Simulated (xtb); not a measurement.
xtb 6.7.1, GFN2-xTB: Ti(Cl)3(OH)(OH2) ([OH][Ti](<-[OH2])([Cl])([Cl])[Cl]), 9 atoms. The geometry is a generated start, not checked to be a minimum at this level.

```
Property                  Result
-----------------  -------------
run flags                 --grad
method                  GFN2-xTB
--acc                1 (default)
--etemp (K)        300 (default)
basis functions               51
valence electrons             40
```

```xyz
9

Ti     0.3255     0.2608    -0.3696
Cl     1.6577    -0.9588     0.8487
Cl    -1.3242    -0.7114    -1.4056
Cl    -0.1298     2.2079     0.4216
O      1.3167     0.5864    -1.6707
H      1.9068     0.6797    -2.4223
O     -1.0713    -0.3824     1.3979
H     -1.9546    -0.6893     1.1287
H     -0.7267    -0.9928     2.0713
```

Charge 0 and multiplicity 1 are set for this test and not shown to be the ground state.

One run each on 1 thread. Values of broydamp tried: 0.02, 0.05, 0.1, 0.2, 0.4 (default), 0.6, 0.8, 1.

Predict the course of the SCC iterations along this series.

Fewest SCC iterations, within one of each other: 0.4 (default) with 14, 0.6 with 14, 0.8 with 14, 1 with 13. The count rises to 26 at 0.02. All converge to one solution.

```json
[
 {"broydamp": "0.02", "SCC iterations": "26", "end": "same solution"},
 {"broydamp": "0.05", "SCC iterations": "23", "end": "same solution"},
 {"broydamp": "0.1", "SCC iterations": "20", "end": "same solution"},
 {"broydamp": "0.2", "SCC iterations": "19", "end": "same solution"},
 {"broydamp": "0.4 (default)", "SCC iterations": "14", "end": "same solution"},
 {"broydamp": "0.6", "SCC iterations": "14", "end": "same solution"},
 {"broydamp": "0.8", "SCC iterations": "14", "end": "same solution"},
 {"broydamp": "1", "SCC iterations": "13", "end": "same solution"}
]
```
